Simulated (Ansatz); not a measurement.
System: SnS (F-43m, No. 216, 2 atoms in the cell; start mp-10013; a measured phase of this formula has another space group). Method: PBEsol in Ansatz (PAW).

Numerical settings: plane-wave cutoff 520 eV, 16×16×16 k mesh, Fermi–Dirac smearing 0.04 eV (set by the program), scalar-relativistic PAW data made under PBE.

Computed at the level's own relaxed cell.

Elastic tensor (GPa, Voigt notation, ions relaxed):

```
   33.3    37.8    37.8     0.0     0.0     0.0
   37.8    33.3    37.8     0.0     0.0     0.0
   37.8    37.8    33.3     0.0     0.0     0.0
    0.0     0.0     0.0   -16.9     0.0     0.0
    0.0     0.0     0.0     0.0   -16.9     0.0
    0.0     0.0     0.0     0.0     0.0   -16.9
```

### Question
Is the crystal stable against homogeneous strain at this level?

### Answer
No. For a cubic crystal C11 − C12 = -4.5, C11 + 2C12 = 108.9 and C44 = -16.9 GPa must all be positive. The smallest eigenvalue of the tensor is -16.9 GPa.

Note: the relaxation could not lower the start's symmetry, so the cell can be a saddle point above a distorted one.

A start named mp-… is a Materials Project structure, which need not be a measured phase.

Ansatz is a first-principles code.
